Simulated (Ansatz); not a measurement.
Here is the system:

```
CELL_PARAMETERS angstrom
      3.82221     0.00000     0.00000
     -1.91111     3.31013     0.00000
      0.00000     0.00000     6.26738
ATOMIC_POSITIONS crystal
  Zn 0.33333 0.66667 0.00023
  Zn 0.66667 0.33333 0.50023
  S  0.33333 0.66667 0.37477
  S  0.66667 0.33333 0.87477
```

No spin polarisation.

Method: PBE, PAW, 420 eV (Ansatz, an electronic-structure program; without spin-orbit coupling). Settings: 10×10×5 k-points, 0.05 eV Fermi–Dirac smearing.

Task: Predict the electron mass, band gap, space group and valence-band top at Γ.

Result: The electron mass comes out as 0.16 mₑ along c, 0.18 mₑ across (at Γ) and the band gap is 2.16 eV. The space group is P6_3mc (No. 186) and the valence-band top at Γ (three highest levels, from the VBM) is 0.00, 0.00, -0.08 eV.

The cells carry an imposed strain or load. Effective masses come from finite differences of ±0.01 Å⁻¹. Stability against distortions was not tested. The cell was made from ZnS in the wurtzite structure (space group P6_3mc, No. 186) by this change: isotropic strain −0.60 %.
